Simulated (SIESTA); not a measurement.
A user runs SIESTA on CrBiO₄ (I4_1/amd, 12 atoms in the cell) and asks whether the run is sound. The aim is a self-consistent single point with DFT, GGA PBEsol, numerical atomic orbitals TZP, PseudoDojo PBEsol standard norm-conserving potentials (rewritten from UPF to PSML).

Cell that was meant: a = 6.1432 Å, b = 6.1432 Å, c = 6.1432 Å, α = 106.04°, β = 106.04°, γ = 116.58°.

Part of the input:

```
%endblock kgrid.MonkhorstPack
OccupationFunction           FD
ElectronicTemperature        50.0 meV
NetCharge                    -1.0
Spin                         polarized
%block DM.InitSpin
  1 +3.00
```

Output (repeated stretches shortened):

```
reinit: Reading from file input.fdf

reinit: System Name: CrBiO4
reinit: System Label: CrBiO4

NOTE on units for spin output:
   [... lines left out ...]
outcell: Cell angles (23,13,12) (deg):    106.0368    106.0368    116.5827
outcell: Cell volume (Ang**3)        :    176.3853
new_DM -- step:     1
Initializing Density Matrix...

Attempting to read DM from file... Failed...
DM filled with atomic data (user-defined):
Note: For starting DM, Qtot, Tr[D*S] =        107.00000000        106.00000000

InitMesh: MESH = 64 x 64 x 72 = 294912
InitMesh: Mesh cutoff (required, used) =   400.000   414.459 Ry

stepf: Fermi-Dirac step function
        iscf     Eharris(eV)        E_KS(eV)     FreeEng(eV)     dDmax    Ef(eV) dHmax(eV)
   scf:    1   -12345.948593   -12705.634423   -12705.700084  0.687798 -0.098139 57.287476
     spin moment: {S} , |S| = {        0.0        0.0    0.91007 }     0.91007
   scf:    2    -8476.359610   -11589.778489   -11589.865636  3.698696 -2.481953169.151350
     spin moment: {S} , |S| = {        0.0        0.0    0.15848 }     0.15848
   scf:    3   -13389.445055   -12785.921205   -12785.962886  3.643488 -4.809151 37.528781
   [... lines left out ...]
     spin moment: {S} , |S| = {        0.0        0.0    3.00000 }     3.00000
   scf:   20   -12871.288864   -12871.288860   -12871.332409  0.000025 -3.557487  0.000531
     spin moment: {S} , |S| = {        0.0        0.0    3.00000 }     3.00000
   scf:   21   -12871.288864   -12871.288862   -12871.332410  0.000011 -3.557475  0.000339
     spin moment: {S} , |S| = {        0.0        0.0    3.00000 }     3.00000
   scf:   22   -12871.288864   -12871.288863   -12871.332410  0.000008 -3.557471  0.000149
     spin moment: {S} , |S| = {        0.0        0.0    3.00000 }     3.00000
SCF Convergence by DM+H criterion
max |DM_out - DM_in|         :     0.0000083383
max |H_out - H_in|      (eV) :     0.0001490523
SCF cycle converged after 22 iterations

Using DM_out to compute the final energy and forces

siesta: E_KS(eV) =           -12871.2889

siesta: E_KS - E_eggbox =    -12871.2889

siesta: Atomic forces (eV/Ang):
     1   -0.000358    0.000358   -0.000000
     2    0.000358   -0.000358    0.000000
     3   -0.000378    0.000378    0.000000
     4    0.000378   -0.000378   -0.000000
     5   -0.242762   -0.000446    0.195424
     6   -0.000446   -0.242763    0.195423
     7    0.242864    0.000488    0.194865
     8    0.000488    0.242866    0.194864
     9   -0.242866   -0.000488   -0.194864
    10    0.000446    0.242762   -0.195424
   [... lines left out ...]
siesta: FreeEng =    -12871.332410
siesta: Cell volume =        176.385349 Ang**3
siesta:         -49.57400234        -52.50254252  kBar
   [... lines left out ...]
     6    -0.314088    6.314088   -0.006073  O
     7    -0.314110    6.314110   -0.006102  O
     8    -0.314110    6.314110   -0.006102  O
     9    -0.314110    6.314110   -0.006102  O
    10    -0.314088    6.314088   -0.006073  O
    11    -0.314088    6.314088   -0.006073  O
    12    -0.314110    6.314110   -0.006102  O
 Total    -1.000000                2.999995
```

Question: Is anything amiss in this input, and did it matter?

Answer: The run is not sound. The fault is an unintended net charge. A charged periodic cell changes the electron count and is neutralised by a uniform background, so energy, forces and pressure belong to another system. To fix it, remove the charge. The run converged in 22 iterations without an error; against the sound input the pressure goes from -8.53 to -4.96 GPa, the largest force goes from 0.983 to 0.312 eV/Å and the size of the net moment goes from 0.17 to 0.25 μB/atom. The full log also holds: “madelung: WARNING: Charged system, but not an atom or molecule.” and “madelung: WARNING: Energy correction terms can not be applied.”.

An input that runs soundly differs in these lines (not the only fix; some lines may just follow from the change or write a value another way):
```diff
-NetCharge                    -1.0
```

With that input, the run converged in 20 iterations: free energy E − TS -12867.5460 eV; Fermi level (on the code's own zero) -4.01 eV; pressure -8.53 GPa; largest force (vector length) 0.983 eV/Å; size of the cell's spin moment 2.00 μB (DFT, GGA PBEsol, numerical atomic orbitals TZP, PseudoDojo PBEsol standard norm-conserving potentials (rewritten from UPF to PSML)).

On the sound input: the starting cell comes from a database of computed structures (which also holds hypothetical and non-ambient phases and stackings), without a prior relaxation at this level. The magnetic order is the one reached from the typed start; others were not searched systematically. Values carry the incompleteness of an atom-centred basis. With a pressure of about -9 GPa the cell is away from its equilibrium volume at this level. Without a gap this mesh is coarse (it stands for a supercell whose shortest vector is 18 Å).
